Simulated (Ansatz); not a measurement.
VBiO4: pressure series

The parent structure is VBiO4 (space group I4_1/a, No. 88; a = 5.121 Å, c = 11.621 Å).

Cell and atoms are relaxed at each pressure.

The values are results of plane-wave PAW DFT at the r2SCAN level (Ansatz, a first-principles code, 500 eV), no SOC, not measurements.

Candidates:
(a) pressure −2 GPa
(b) pressure 1.8 GPa
(c) pressure −1 GPa

Before the change:

```
Item        Value
--------  -------
Band gap  2.46 eV
```

Problem. Order them by band gap, highest first.

Solution. (a) pressure −2 GPa (2.51 eV), (c) pressure −1 GPa (2.49 eV), (b) pressure 1.8 GPa (2.41 eV)

With Bi present, leaving out spin-orbit coupling can change the band edges. Load acts through the strain it causes; cell and atoms are relaxed under it. Whether these cells are dynamically stable was not tested. Starting moments died away, wholly or in part, for the base; another magnetic solution may exist. The final runs are not spin-polarised.
